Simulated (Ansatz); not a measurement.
Start from PbS (space group P6_3/mmc, No. 194; a = 4.951 Å, c = 5.916 Å; a hypothetical phase, not in the database extracts checked).

The values are results of plane-wave PAW DFT at the PBEsol level (Ansatz, a quantum-chemistry and plane-wave program, 420 eV), scalar-relativistic without spin-orbit coupling, earlier PAW set, not measurements.

Base values:

- Lattice parameter a = 4.951 Å
- Gap character = direct at H
- Band gap = 1.30 eV

One thing is altered: O takes the place of S on all its sites, then cell and atoms are relaxed.

Predict the new lattice parameter a, gap character and band gap.

The lattice parameter a drops by 0.708 Å to 4.243 Å; the gap character stays direct at H; the band gap drops by 0.094 eV, from 1.30 eV to 1.20 eV.

Spin-orbit coupling, missing from the scalar runs, can matter with Pb. Whether these cells are dynamically stable was not tested. As relaxed here, PbO is a hypothetical phase, not in the database extracts checked. The base started in P6_3mc and relaxed to P6_3/mmc at this level.
